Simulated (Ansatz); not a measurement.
An Ansatz (a first-principles code) input (DFT with r2SCAN, PAW potentials and a 500 eV plane-wave cutoff in Ansatz, scalar-relativistic without spin-orbit coupling):

Ansatz 0.2 input:
```yaml
crystal:
  lattice:
    - [0, 2.5292300089, 2.5292300089]
    - [2.5292300089, 0, 2.5292300089]
    - [2.5292300089, 2.5292300089, 0]
  atoms:
    - { symbol: Hf, position: [0, 0, 0] }
    - { symbol: O, position: [0.25, 0.25, 0.25] }
    - { symbol: O, position: [0.75, 0.75, 0.75] }
basis: { ecutwfc: 500, ecutrho_ratio: 4, xc_grid: 4, fft_grid_basis: typed }
kpoints: { mp_grid: { grid: [20, 20, 20] } }
hamiltonian:
  xc: r2scan
  dispersion: none
  pseudopotentials: { kind: paw }
total_charge: 0.32359
scf: { occupations: { method: fermi_dirac, width: 0.0259 }, convergence: { dr2_threshold: 0.0000000003 } }
relax: { f_tol: 0.005, max_steps: 30 }
output: { forces: true, stress: true }
checkpoint: { write: state.ck, write_every: 1000 }
```

Which symmetry and how many k-points will the program report, and about how many plane waves at Γ?

Space group Fm-3m (ITA 225) with 48 operations, k-points 256 of 8000, and 869 plane waves at Γ.

Carriers are added with a uniform compensating background; total energy and stress of such cells depend on the potential's zero and are not compared; many-body gap narrowing is missing at this level. No phonon test of stability was made. The cell was made from HfO2 in the fluorite structure (space group Fm-3m, No. 225) by this change: holes 1.0×10^22 cm⁻³. This is not the structure that HfO2 has at room temperature and ambient pressure.
